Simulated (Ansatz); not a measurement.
## InAs: energy against strain

InAs (zinc blende, F-43m, 27.353 Å³/atom at rest, cube axes along x, y and z) under a strain ε along a cube axis (axis z), the other axes held. LDA in Ansatz, a plane-wave DFT program (PAW, default set), 420 eV, 10×10×10 Γ-centred mesh, Fermi-Dirac smearing 0.05 eV; ions are relaxed within the symmetry of each cell.

Here s stands for strain and y for E less E0.

```
strain (%)  E less E0 (meV/atom)
----------  --------------------
-1.50                       1.63
-1.00                       0.73
-0.50                       0.19
0.00                        0.00
0.50                        0.18
1.00                        0.72
1.50                        1.60
3.00                           ?
```

Fit y against s with a parabola, and predict the withheld value at s = 3.00.

Least squares gives y = 0.005 - 0.0086·s + 0.7162·s². Residuals (row less fit): 0.001, 0.000, 0.002, -0.005, 0.000, 0.007, -0.004; standard error 0.005 (degrees of freedom: 4). Twice the quadratic coefficient over the volume, 2 × 0.7162 meV × 10⁴ × 0.1602 / 27.353 Å³, is the elastic constant C11 = 84 ± 0.2 GPa. At the withheld row, y = 0.005 - 0.0086 × 3.0 + 0.7162 × 3.0² = 6.425 meV/atom. The calculation gives 6.32 meV/atom, 0.105 meV/atom below the prediction (1.7 % of the range of y in the table). The row lies outside the fitted rows, so this is an extrapolation. The fitted rows scatter only by rounding.

One order more, fitted to all 13 runs of the series, follows each within 0.01, so the miss is the next term of a smooth law. This level leaves no gap over 0.05 eV at strain -1.00, -0.50, 0.00, 0.50, 1.00, 1.50, 3.00, where the mesh may be coarse. Rows are the converged runs of the series near zero and its far end; series whose fitted rows scatter by over a few per cent of the range, as at a crossing or softening among them, aren't shown in this form. Most that stay on the fit to the last digits aren't either.
